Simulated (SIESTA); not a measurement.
Worked example: self-consistent single point of CaNi5 (P6/mmm, 6 atoms in the cell) in SIESTA.

Level of theory: SIESTA with GGA PBEsol, numerical atomic orbitals TZP, PseudoDojo PBEsol standard norm-conserving potentials (rewritten from UPF to PSML).

The change in words: lattice scaled by 0.98. Reference geometry:
```yaml
crystal:
  lattice:
    - [4.87494, 0.00000, 0.00000]
    - [-2.43747, 4.22182, 0.00000]
    - [0.00000, 0.00000, 3.89507]
  atoms:
    - { symbol: Ca, position: [0.00000, 0.00000, 0.00000] }
    - { symbol: Ni, position: [0.50000, 0.00000, 0.50000], spin: 2.0 }
    - { symbol: Ni, position: [0.50000, 0.50000, 0.50000], spin: 2.0 }
    - { symbol: Ni, position: [0.00000, 0.50000, 0.50000], spin: 2.0 }
    - { symbol: Ni, position: [0.33333, 0.66667, 0.00000], spin: 2.0 }
    - { symbol: Ni, position: [0.66667, 0.33333, 0.00000], spin: 2.0 }
```
(The spins are starting values, not results.)

Reference input (self-consistent single point, DFT, GGA PBEsol, numerical atomic orbitals TZP, PseudoDojo PBEsol standard norm-conserving potentials (rewritten from UPF to PSML)): XC.functional = GGA; XC.authors = PBEsol; potentials = PseudoDojo PBEsol standard; PAO.BasisSize = TZP; PAO.EnergyShift = 0.01 Ry; MeshCutoff = 400 Ry; kgrid.MonkhorstPack = 5 5 6; OccupationFunction = FD; ElectronicTemperature = 100 meV; Spin = polarized; DM.InitSpin = [1 +0.00, 2 +2.00, 3 +2.00, 4 +2.00, 5 +2.00, 6 +2.00]; MaxSCFIterations = 150. This run's input differs from it in these lines:

```diff
@@ -12,5 +12,5 @@
 %block LatticeVectors
-     4.874940000    0.000000000    0.000000000
-    -2.437470000    4.221822000    0.000000000
-     0.000000000    0.000000000    3.895070000
+     4.777441000    0.000000000    0.000000000
+    -2.388721000    4.137386000    0.000000000
+     0.000000000    0.000000000    3.817169000
 %endblock LatticeVectors
```

Output (repeated stretches shortened):

```
        iscf     Eharris(eV)        E_KS(eV)     FreeEng(eV)     dDmax    Ef(eV) dHmax(eV)
   scf:    1   -23708.836287   -23812.667865   -23812.973141  3.430288 -1.350759 23.015002
     spin moment: {S} , |S| = {        0.0        0.0    5.98686 }     5.98686
   scf:    2   -23851.728499   -23838.744273   -23839.035958  0.824220 -2.562476 16.540780
     spin moment: {S} , |S| = {        0.0        0.0    4.82518 }     4.82518
   scf:    3   -23841.447822   -23846.708271   -23846.944569  0.427819 -3.509432  9.889604
     spin moment: {S} , |S| = {        0.0        0.0    4.10954 }     4.10954
   [... lines left out ...]
     spin moment: {S} , |S| = {        0.0        0.0    1.53621 }     1.53621
   scf:   30   -23852.861556   -23852.861553   -23853.132755  0.000015 -4.458977  0.000308
     spin moment: {S} , |S| = {        0.0        0.0    1.53637 }     1.53637
   scf:   31   -23852.861557   -23852.861555   -23853.132755  0.000011 -4.458973  0.000274
     spin moment: {S} , |S| = {        0.0        0.0    1.53648 }     1.53648
   scf:   32   -23852.861558   -23852.861557   -23853.132755  0.000007 -4.458970  0.000243
     spin moment: {S} , |S| = {        0.0        0.0    1.53653 }     1.53653
SCF Convergence by DM+H criterion
max |DM_out - DM_in|         :     0.0000067965
max |H_out - H_in|      (eV) :     0.0002431547
SCF cycle converged after 32 iterations

Using DM_out to compute the final energy and forces

siesta: E_KS(eV) =           -23852.8616

siesta: E_KS - E_eggbox =    -23852.8616

siesta: Atomic forces (eV/Ang):
     1   -0.000000    0.000000    0.000000
     2    0.000000    0.000003    0.000000
     3    0.000003   -0.000002    0.000000
     4   -0.000003   -0.000002    0.000000
     5    0.000094   -0.000055   -0.000000
     6   -0.000094    0.000055   -0.000000
   Tot   -0.000000    0.000000    0.000000
   Max    0.000094
   Res    0.000036    sqrt( Sum f_i^2 / 3N )
   Max    0.000094    constrained

   [... lines left out ...]
siesta: FreeEng =    -23853.132755
siesta: Cell volume =         75.450611 Ang**3
siesta:          89.81584092         89.81797490  kBar
   [... lines left out ...]

mulliken: Qtot =       49.232

Mulliken Atomic Populations:
Atom #   charge [q] valence [e]      Sz [e]  Species
     1     0.609239    9.390761   -0.036972  Ca
     2    -0.164147   18.164147    0.328389  Ni
     3    -0.164144   18.164144    0.328383  Ni
     4    -0.164147   18.164147    0.328389  Ni
     5    -0.058404   18.058404    0.294171  Ni
     6    -0.058398   18.058398    0.294173  Ni
 Total     0.000000                1.536533
```

The run converged in 32 iterations. Against the reference run the free energy rises by 15.8 meV/atom, the pressure goes from -1.72 to 8.98 GPa and the size of the net moment goes from 0.36 to 0.26 μB/atom.

The starting cell comes from a database of computed structures (which also holds hypothetical and non-ambient phases and stackings), without a prior relaxation at this level. For this run, on top of that: lattice scaled by 0.98. The moments shrank to a small part of their start, a low-spin state that need not be the lowest. Values carry the incompleteness of an atom-centred basis. With a pressure of about 9 GPa the cell is away from its equilibrium volume at this level.

Cost on one core of a shared machine: roughly 3 min.
